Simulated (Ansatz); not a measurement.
Here is the system:

```
CELL_PARAMETERS angstrom
      0.00000     2.55056     2.55056
      2.55056     0.00000     2.55056
      2.55056     2.55056     0.00000
ATOMIC_POSITIONS crystal
  Te 0.00000 0.00000 0.00000
  O  0.25000 0.25000 0.25000
  O  0.75000 0.75000 0.75000
```

No spin polarisation.

A single point on hypothetical fluorite TeO2 with a change (pressure 30 GPa), its geometry relaxed with PBEsol.

Method: r2SCAN (Ansatz, a quantum-chemistry and plane-wave program), no spin-orbit coupling, earlier PAW set. k-mesh 11×11×11 (Γ-centred); smearing 0.05 eV (Fermi–Dirac).

Q: Predict the pressure.

A: 32.36 GPa.

Q: What is the computed band gap?

A: 0.84 eV.

Q: What is the computed gap character?

A: Indirect, L → Γ–X (50 % along).

Single points use the geometry relaxed with PBEsol. Spin-orbit coupling, missing from the scalar runs, can matter with Te. Load acts through the strain it causes; cell and atoms are relaxed under it. Whether these cells are dynamically stable was not tested. No other phases were tried under pressure. The cell was made from TeO2 in the fluorite structure (space group Fm-3m, No. 225; a hypothetical phase, not in the database extracts checked) by this change: pressure 30 GPa.
